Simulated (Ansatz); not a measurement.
V in the diamond structure (space group Fd-3m, No. 227; ferromagnetic; a hypothetical phase, not in the database extracts checked)

```
V
1.0
    0.00000     2.73370     2.73370
    2.73370     0.00000     2.73370
    2.73370     2.73370     0.00000
V
2
Direct
  0.75000   0.75000   0.75000
  0.50000   0.50000   0.50000
```

All numbers come from PBE in Ansatz (plane waves to 420 eV, PAW, no spin-orbit coupling). Settings: 15×15×15 k-points, 0.05 eV Fermi–Dirac smearing.

| Property | Value |
|---|---|
| Volume per atom | 20.43 Å³ |
| Density | 4.14 g/cm³ |
| Band gap | zero |
| Magnetic state | ferromagnetic |
| Total energy | -2910.110 eV/atom (σ→0; compares only within this code and set-up) |

The magnetic state is the one reached from the starting moments; the real material's order can differ, and small cells can't hold many antiferromagnetic ones. Whether these cells are dynamically stable was not tested.

Ansatz is a program for electronic structure.
